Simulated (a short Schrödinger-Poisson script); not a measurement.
Stack: gated Al0.4Ga0.6N/GaN polarisation-induced gas, at 77 K.

| layer | material | thickness (nm) | Na (cm⁻³) |
|---|---|---|---|
| 1 | Al0.4Ga0.6N | 30 | - |
| 2 | GaN | 6000 | 2e15 |

The device is made up for the run: typed textbook-type constants, with dimensions and the other settings drawn at random. Al0.4Ga0.6N: permittivity 9.26, conduction-band edge (eV) 0.58, gap (eV) 4.258, electron mass (mₑ) 0.248, Nv at 300 K (cm⁻³) 4.6e19. GaN: permittivity 9.5, conduction-band edge (eV) 0, gap (eV) 3.43, Nv at 300 K (cm⁻³) 4.6e19.

Channel valleys (confinement mass, in-plane density-of-states mass, number): Γ 0.2, 0.2, 1. At the gate the conduction-band edge of layer 1 lies 1.36 eV − eVg above the Fermi level of the channel; the field vanishes at the back. Sheet of polarisation charge: +2e13 e/cm² at 30 nm from the gate. The barrier under the gate holds no holes. Gaps are held at their typed values at every temperature. Mesh 0.08 nm at interfaces.

Solved with a short Schrödinger-Poisson script written for these runs: 1D Poisson equation in equilibrium, electrons quantum, Hartree plus LDA exchange-correlation (BenDaniel-Duke, 40 states a valley, the channel's in-plane mass for all, wave functions free to enter the barrier), parabolic valleys, classical holes, full ionisation, no traps, pinning or gate leakage.

The same stack at other levels of the model or other numerical settings:

| run | sheet density of all electrons at Vg = 0.5 V (cm⁻²) | sheet density of all electrons at Vg = -6.5 V (cm⁻²) | capacitance at Vg = 0.5 V (μF/cm²) | centroid of the channel electrons at Vg = 0.5 V (nm) | rough cost against the base |
|---|---|---|---|---|---|
| base | 1.85e13 | 6.88e12 | 0.267 | 1.45 | about 1 |
| electrons treated as classical, Boltzmann | 1.91e13 | 7.21e12 | 0.272 | 0.19 | 0.009 |
| electrons treated as classical, Fermi-Dirac | 1.83e13 | 6.89e12 | 0.263 | 1.38 | 0.04 |
| electrons treated as quantum, Hartree | 1.84e13 | 6.81e12 | 0.267 | 1.57 | 0.5 |
| mesh six times as coarse | 1.84e13 | 6.87e12 | 0.268 | 1.39 | 0.3 |
| one subband a valley | 1.84e13 | 6.87e12 | 0.266 | 1.20 | 0.3 |

The classical rows ignore confinement, and Boltzmann statistics overrate the density once the band edge passes the Fermi level.
